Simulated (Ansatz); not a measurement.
YSiO (model structure, started from the ZrSiS type, P4/nmm, No. 129, 6 atoms in the cell) was calculated with PBEsol in Ansatz (PAW).

The input as run:

Ansatz 0.2 input:
```yaml
crystal:
  lattice:
    - [3.369872723, 0.0, 0.0]
    - [0.0, 3.369872723, 0.0]
    - [0.0, 0.0, 8.0256273978]
  atoms:
    - { symbol: Y, position: [0.0, 0.5, 0.6720357919] }
    - { symbol: Y, position: [0.5, 0.0, 0.3279642081] }
    - { symbol: Si, position: [0.0, 0.0, 0.0] }
    - { symbol: Si, position: [0.5, 0.5, 0.0] }
    - { symbol: O, position: [0.5, 0.0, 0.6130593489] }
    - { symbol: O, position: [0.0, 0.5, 0.3869406511] }
basis:
  ecutwfc: 520
  ecutrho_ratio: 4
  xc_grid: 2
kpoints:
  mp_grid: { grid: [16, 16, 8] }
hamiltonian:
  xc: pbesol
  dispersion: none
  pseudopotentials: { kind: paw }
scf:
  occupations: { method: fermi_dirac, width: 0.05 }
output:
  forces: true
  stress: true
  eigenvalues: true
relax:
  f_tol: 0.004
  escape_saddle: false
  max_steps: 80
  cell: { stress_tol: 0.02, fix: [volume] }
```

Excerpt of the program's output:

```
Relaxation: its limit of steps is 80 (relax.max_steps)
Crystal: 6 atoms, lattice volume = 91.139 Å³
Basis set: ecut = 520 eV, 2429 PW (Γ), exchange–correlation on 54×54×120 points (8 copies of the dense FFT grid, shifted against one another)
Bands: 27, of which v1, the nominal top of the filled ones, is band 21 counted from 1 (20 counted from 0)
Symmetry: 16 space group operations
Space group: P4/nmm (ITA 129), of the structure as read, at distance tolerance 4.5e-5 Å
k-points: 225 of 2048
Functional: x = pbesol(κ = 0.804, μ = 0.12345679012345678), c = pbesol(β = 0.046)
SCF iter   1: F=—  HF=-9962.437470 eV  |F-HF|=—  |Δ(HF+E_count)|=         —  Δρ=1.03e-2  dr2=2.37e-1
SCF iter   2: F=—  HF=-9962.406591 eV  |F-HF|=—  |Δ(HF+E_count)|=   3.09e-2  Δρ=3.64e-3  dr2=8.57e-2
  ...
SCF 1 converged in 8 iterations: F = -9962.391378 eV  dr2 = 2.73e-8
Crystal: 6 atoms, lattice volume = 91.139 Å³
Basis set: ecut = 520 eV, 2437 PW (Γ), exchange–correlation on 54×54×120 points (8 copies of the dense FFT grid, shifted against one another)
Initial density: handed on by an earlier stage of this run
SCF 2 converged in 6 iterations: F = -9962.391251 eV  dr2 = 9.69e-8
Crystal: 6 atoms, lattice volume = 91.139 Å³
SCF 3 converged in 9 iterations: F = -9962.392333 eV  dr2 = 7.42e-13
Crystal: 6 atoms, lattice volume = 91.139 Å³
SCF 4 converged in 6 iterations: F = -9962.392436 eV  dr2 = 1.19e-8
Crystal: 6 atoms, lattice volume = 91.139 Å³
SCF iter   5: F=—  HF=-9962.392437 eV  |F-HF|=—  |Δ(HF+E_count)|=  1.89e-10  Δρ=7.44e-7  dr2=2.29e-10
SCF iter   6: F=-9962.392437 eV  HF=-9962.392437 eV  |F-HF|=3.64e-12  |Δ(HF+E_count)|=  7.46e-10  Δρ=9.49e-8  dr2=6.68e-12
SCF 5 converged in 6 iterations: F = -9962.392437 eV  dr2 = 6.68e-12
SCF converged after 6 iterations
Free energy (F): -9962.392437 eV
Internal energy: -9962.379254 eV  (E = F + TS)
E sigma→0 (E₀):  -9962.385845 eV
Fermi energy:    11.430044 eV
--- Forces (eV/Å), atoms counted from 1 ---
  atom   1  Y      0.00000000     0.00000000    -0.00223064
  atom   2  Y      0.00000000     0.00000000     0.00223064
  atom   3  Si     0.00000000     0.00000000     0.00000000
  atom   4  Si     0.00000000     0.00000000     0.00000000
  atom   5  O      0.00000000     0.00000000    -0.00043036
  atom   6  O      0.00000000     0.00000000     0.00043036
--- Stress (GPa, compression-positive) ---
       -2.471817       0.000000       0.000000
        0.000000      -2.471817       0.000000
        0.000000       0.000000      -2.495560
  P = ⅓ Tr σ = -2.4797 GPa (-24.797 kbar)
```

The cell is one volume of an energy–volume scan, off the minimum.

The PAW data were made under PBE.

Note: the relaxation could raise the start's symmetry but not lower it, so the cell can be a saddle point.

It cost very roughly 6 core-minutes of CPU time.

A model structure was made by putting elements into a prototype or built by hand; it is no filed structure, need not be a known phase, and can be a saddle point held by its symmetry.

Ansatz is a program for electronic structure.
